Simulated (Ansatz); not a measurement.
Adsorption energy and surface dipole of O on the 1x1 (0001) surface of hcp Ti, one in a 2x2 cell, started at the site 'hollow Ti-Ti-Ti', worked from the runs' numbers; total energies count from the potentials' own zero.

Level of theory: PBE (plane waves to 420 eV, PAW; Ansatz, an electronic-structure program).

Set-up: 17 atoms, 6.8 Å thick at the start under the adsorbate (thin: gaps and levels are the slab's own); mesh 6x6x1; 0.1 eV smearing; dipole correction on; 8 atoms held, the rest relaxed; start symmetry kept, larger cells not searched; no spin, no spin-orbit, no U, no dispersion correction. At the end it is bonded to 3 Ti. In PBE it is, or lies within 0.03 eV of, the lowest of the starts that converged.

| quantity | value |
|---|---|
| slab with the adsorbate | -40558.166 eV |
| clean slab, same cell and mesh | -39987.326 eV |
| reference, ½ O2(g) | -564.968 eV |
| area of the cell | 29.91 Å² |
| change of the step from the bottom to the top vacuum level | -0.157 eV |

Task: What is the adsorption energy against this reference?

Result: E(slab + adsorbate) − E(slab) − E(reference) = -5.87 eV, so in this state the adsorbate is more stable than in the reference, at a coverage of 3.34 a nm².

Task: What dipole does adsorption add to the slab along the outward normal (Helmholtz relation, ε₀ = 0.005526 e/(V·Å))?

Result: p = −ε₀·A·ΔV = 0.026 e·Å = 0.12 D; its positive end points to the vacuum, which lowers the vacuum level.
